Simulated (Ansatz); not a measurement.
The reference is TiC in the rock salt structure (space group Fm-3m, No. 225; a = 4.3285 Å; relaxed with 0.1 eV smearing). Axes: x, y, z lie along the cube axes.

Method: Kohn–Sham DFT with the r2SCAN functional, run in Ansatz (a quantum-chemistry and plane-wave program) with PAW and 500 eV plane waves, spin-orbit coupling left out, earlier PAW set.

Strains are applied to the cell and any free atomic positions relax.

One change was made to it. Results:

| quantity | base | after |
|---|---|---|
| pressure | 0.0 GPa | -32.2 GPa |
| energy relative to the base (free energy F) | 0 meV/atom | +0.224 eV/atom |
| band gap | zero | zero |

Problem. Name the change that was made.
A. uniaxial strain ε_zz = +4.70 %
B. isotropic strain +5.97 %
C. uniaxial strain ε_yy = −3.76 %

Solution. B, isotropic strain +5.97 %. For comparison, the energy relative to the base in the other runs: uniaxial strain ε_yy = −3.76 % gives +27 meV/atom; uniaxial strain ε_zz = +4.70 % gives +31 meV/atom.

No phonon test of stability was made. All final runs are without spin polarisation.
